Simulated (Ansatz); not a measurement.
The reference is SiC in the wurtzite structure (space group P6_3mc, No. 186; a = 3.076 Å, c = 5.048 Å).

Structures relaxed with PBEsol (Ansatz, a quantum-chemistry and plane-wave program, PAW, without spin-orbit coupling).

Base:

Simulated powder pattern, Cu Kα1, λ = 1.54056 Å (kinematic, ideal powder, no thermal factors, no anomalous dispersion; the 8 strongest lines at most, above 2 %, up to 2θ = 90°):

```
2θ (°)  I/Imax (%)    hkl
------  ----------  -----
33.62           74  (100)
35.54           51  (002)
38.17          100  (101)
49.72           27  (102)
60.11           46  (110)
65.57           47  (103)
71.82           35  (112)
73.47           16  (201)
```

Perturbation: every lattice vector is shortened by 2.40 %; the atoms relax in the strained cell.

After the change:

Simulated powder pattern, Cu Kα1, λ = 1.54056 Å (kinematic, ideal powder, no thermal factors, no anomalous dispersion; the 8 strongest lines at most, above 2 %, up to 2θ = 90°):

```tsv
2θ (°)	I/Imax (%)	hkl
34.47	74	(100)
36.44	50	(002)
39.14	100	(101)
51.03	27	(102)
61.75	45	(110)
67.39	46	(103)
73.87	35	(112)
75.59	16	(201)
```

The indices refer to the base's conventional cell; one index is shown for lines that coincide.

No phonon test of stability was made.
